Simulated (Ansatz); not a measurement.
## What pressure 30 GPa does to HfC

Base system: HfC in the rock salt structure (space group Fm-3m, No. 225; a = 4.652 Å).

One thing is altered: a hydrostatic pressure of 30 GPa.

Computed with Kohn–Sham DFT with the PBE functional, run in Ansatz (an electronic-structure program) with PAW and 420 eV plane waves, no spin-orbit coupling. k-mesh 17×17×17 (Γ-centred); smearing 0.05 eV (Fermi–Dirac).

| quantity | base | changed | shift |
|---|---|---|---|
| volume per atom | 12.58 Å³ | 11.33 Å³ | -1.25 Å³ |
| density | 12.57 g/cm³ | 13.96 g/cm³ | +1.39 g/cm³ |
| lattice parameter a | 4.652 Å | 4.492 Å | -0.1594 Å |
| shortest interatomic distance | 2.326 Å | 2.246 Å | -0.080 Å |
| enthalpy H = E + PV relative to the base's energy | – | +2.23 eV/atom | – |
| band gap | zero | zero | – |

Cost of the whole job for the changed cell (relaxation, final SCF and bands): about 19 core-seconds (a rough figure).

Load acts through the strain it causes; cell and atoms are relaxed under it. Stability against distortions was not tested. No other phases were tried under pressure. The final runs are not spin-polarised.
